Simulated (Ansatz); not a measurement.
**A self-consistent single point of In (P6_3/mmc, 4 atoms in the cell) with Ansatz (a quantum-chemistry and plane-wave program)**

Computed with PBEsol, default PAW files made with PBE (plane waves; Ansatz).

Input:

Ansatz 0.2 input:
```yaml
# In
crystal:
  lattice:
    - [3.350455, 0.000000, 0.000000]
    - [-1.675227, 2.901579, 0.000000]
    - [0.000000, 0.000000, 10.780110]
  atoms:
    - { symbol: In, position: [0.000000, 0.000000, 0.000000] }
    - { symbol: In, position: [0.000000, 0.000000, 0.500000] }
    - { symbol: In, position: [0.333333, 0.666667, 0.250000] }
    - { symbol: In, position: [0.666667, 0.333333, 0.750000] }
kpoints:
  mp_grid: { grid: [11, 11, 3] }
hamiltonian:
  xc: pbesol
  pseudopotentials: { kind: paw }
scf:
  occupations: { method: cold, width: 0.2 }
output:
  forces: true
  eigenvalues: true
  stress: true
```

Output (repeated stretches shortened):

```
WARN the atoms were moved onto the symmetric positions of the space group found under crystal.symmetry.tolerance 1.0e-5 (fractional …
WARN basis.ecutwfc = 420 eV, the default
WARN ansatz: RAYON_NUM_THREADS=1 ignored (pool sized by the plan → 1); use --threads N
Pseudopotentials: kind: paw
Pseudopotential: In, paw, valence charge 13
Crystal: 4 atoms, lattice volume = 104.800 Å³
Basis set: ecut = 420 eV, 2077 PW (Γ), exchange–correlation on 48×48×150 points (8 copies of the dense FFT grid, shifted against one another)
Bands: 32, of which v1, the nominal top of the filled ones, is band 26 counted from 1 (25 counted from 0)
Symmetry: 24 space group operations
Space group: P63/mmc (ITA 194), of the structure as read, at distance tolerance 4.7e-5 Å
k-points: 32 of 363
PAW frozen core: In, regenerated for the run's functional, and the local potential with it
Initial density: superposition of atomic densities (neutral atoms: chi_scale 0, normalization atom), corrected by the library's trained network
Initial wavefunctions: pseudopotential atomic-orbital guess
Eigensolver: davidson
Functional: x = pbesol(κ = 0.804, μ = 0.12345679012345678), c = pbesol(β = 0.046)
SCF iter   1: F=—  HF=-22101.641462 eV  |F-HF|=—  |Δ(HF+E_count)|=         —  Δρ=2.87e-3  dr2=9.09e-3  ethr=1.77e-3  ⟨swp⟩=6.3  Hψ=4220  notcnv=0
all-band conjugate gradients solve this SCF's bands
preconditioner: auto → Kerker (q_TF=auto, 2.428 Å⁻¹)
SCF iter   2: F=—  HF=-22101.632105 eV  |F-HF|=—  |Δ(HF+E_count)|=   9.36e-3  S|Δr|=    0.00e0  Δρ=1.40e-3  dr2=2.60e-3  ethr=1.75e-5  ⟨swp⟩=2.1  Hψ=2080  notcnv=0
SCF iter   3: F=—  HF=-22101.631038 eV  |F-HF|=—  |Δ(HF+E_count)|=   1.07e-3  S|Δr|=    0.00e0  Δρ=5.29e-4  dr2=1.67e-4  ethr=5.00e-6  ⟨swp⟩=2.0  Hψ=1820  notcnv=0
SCF iter   4: F=—  HF=-22101.631047 eV  |F-HF|=—  |Δ(HF+E_count)|=   8.52e-6  S|Δr|=    0.00e0  Δρ=3.91e-4  dr2=1.36e-4  ethr=3.21e-7  ⟨swp⟩=2.0  Hψ=1825  notcnv=0
SCF iter   5: F=—  HF=-22101.630992 eV  |F-HF|=—  |Δ(HF+E_count)|=   5.50e-5  S|Δr|=    0.00e0  Δρ=1.49e-4  dr2=1.88e-5  ethr=2.62e-7  ⟨swp⟩=3.0  Hψ=1802  notcnv=0
SCF iter   6: F=—  HF=-22101.630984 eV  |F-HF|=—  |Δ(HF+E_count)|=   7.66e-6  S|Δr|=    0.00e0  Δρ=2.39e-5  dr2=4.80e-7  ethr=3.62e-8  ⟨swp⟩=2.0  Hψ=1715  notcnv=0
SCF iter   7: F=-22101.630984 eV  HF=-22101.630984 eV  |F-HF|=2.98e-10  |Δ(HF+E_count)|=   2.16e-7  S|Δr|=    0.00e0  Δρ=1.33e-6  dr2=2.52e-9  ethr=1.92e-10  ⟨swp⟩=7.2  Hψ=4607  notcnv=0
SCF 1 converged in 7 iterations: F = -22101.630984 eV  dr2 = 2.52e-9
SCF converged after 7 iterations
Stability not checked (fill_not_monotonic)
Free energy (F): -22101.630984 eV
Harris-Foulkes:  -22101.630984 eV  (|F-HF|=2.98e-10)
Internal energy: -22101.632381 eV  (E = F + TS)
E sigma→0 (E₀):  -22101.631450 eV
Entropy (-TS):   0.001397 eV (0.349 meV/atom)
Fermi energy:    10.034672 eV
--- Per-component energies (eV) ---
  E_band       = -100.312778
  E_kinetic    = 966.150205
  E_local      = -4307.281615  (includes V_loc(G=0)·N_el)
  E_nonlocal   = 1469.478045
  E_hartree    = 1683.495854
  E_xc         = -856.385722
  E_vxc        = -401.863150  (∫ρ·V_xc dr)
  E_paw        = -16325.238155  (= ΣΔE_a)
  E_vpaw       = -1193.788326  (= ΣTr[D̂ρ^β])
  E_aug_tail   = 0.000099  (compensation charges beyond the density's cutoff)
  E_ewald      = -4732.794700
  E_core_change = 0.943610  (= ΣΔE_core)
  E_smearing   = 0.001397  (= −TS)
  E_closure    = 0.000000  (closes the sum)
  Σ components = -22101.630984   (vs F -22101.630984, Δ=0.00e0)
--- Forces (eV/Å), atoms counted from 1 ---
  atom   1  In     0.00000000     0.00000000     0.00000000
   [... zero for the other atoms too ...]
  max |Σ_I F_I| component: 1.85e-17 eV/Å
--- Stress (GPa, compression-positive) ---
       -1.199760      -0.000000      -0.000000
       -0.000000      -1.199760       0.000000
       -0.000000       0.000000      -0.801160
  P = ⅓ Tr σ = -1.0669 GPa (-10.669 kbar)
  The stress holds the Pulay correction. Without it, at fixed plane waves, as pw.x and ABINIT print it: P = -1.1042 GPa
--- Band table (eV; the first three rows and the last of 32) ---
  k-point 0: bands = ["-4.5555", "-4.5116", "-4.4981", "-4.4910", "-4.4910", "-4.4792", "-4.4792", "-4.4745", "-4.4435", "-4.4435", "-4.4379", "-4.4379", "-4.3509", "-4.3509", "-4.2734", "-4.2734", "-4.2472", "-4.2472", "-4.1610", "-4.1610", [...]
  k-point 1: bands = ["-4.5480", "-4.5289", "-4.4859", "-4.4805", "-4.4805", "-4.4769", "-4.4714", "-4.4714", "-4.4564", "-4.4564", "-4.4512", "-4.4512", "-4.3343", "-4.3343", "-4.3022", "-4.3022", "-4.2125", "-4.2125", "-4.1754", "-4.1754", [...]
  k-point 2: bands = ["-4.5451", "-4.5099", "-4.5096", "-4.4911", "-4.4825", "-4.4747", "-4.4706", "-4.4586", "-4.4341", "-4.4244", "-4.4242", "-4.4144", "-4.3676", "-4.3587", "-4.2756", "-4.2714", "-4.2567", "-4.2478", "-4.1812", "-4.1587", [...]
  k-point 31: bands = ["-4.5863", "-4.5863", "-4.5238", "-4.4949", "-4.4718", "-4.4498", "-4.4264", "-4.4022", "-4.3719", "-4.3616", "-4.3366", "-4.3177", "-4.2970", "-4.2895", "-4.2596", "-4.2551", "-4.1932", "-4.1752", "-4.1589", "-4.1515", [...]
```

The run converged in 7 iterations.

The starting cell was generated: these elements placed on a structure prototype, without a prior relaxation; it need not be a known phase or ordering of this composition. Ansatz's pressure includes its estimate of the finite-basis (Pulay) stress.
